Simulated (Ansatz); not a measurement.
# WS2 under a change: W → I

Start from WS₂ in the 2H-MoS2 type structure (space group P6_3/mmc, No. 194; a = 3.170 Å, c = 12.493 Å; layered, stacked along the Cartesian z axis).

One thing is altered: full substitution W → I; the structure is relaxed again.

All numbers come from Ansatz (a program for electronic structure) r2SCAN+rVV10, no SOC, earlier PAW set. Γ-centred 15×15×4 mesh, Fermi–Dirac width 0.05 eV, for the changed cell.

The density falls by 2.917 g/cm³ to 4.66 g/cm³ and the lattice parameter a grows by 0.400 Å, from 3.170 Å to 3.570 Å. The c/a ratio falls by 0.484, from 3.941 to 3.457 and the space group remains P6_3/mmc (No. 194). The shortest interatomic distance rises by 0.111 Å, from 2.407 Å to 2.518 Å and the band gap becomes zero (base: 1.13 eV).

Final structure:

```
S2I
1.0
    3.57026     0.00000     0.00000
   -1.78513     3.09194     0.00000
    0.00000     0.00000    12.34191
I S
2 4
Cartesian
  0.00000   2.06129   3.08548
  1.78513   1.03065   9.25643
  0.00000   2.06129   6.89405
  1.78513   1.03065   0.72310
  1.78513   1.03065   5.44785
  0.00000   2.06129  11.61881
```

Spin-orbit coupling, missing from the scalar runs, can matter with W. Whether these cells are dynamically stable was not tested. As relaxed here, S2I is a hypothetical phase, not in the database extracts checked. All final runs are without spin polarisation.
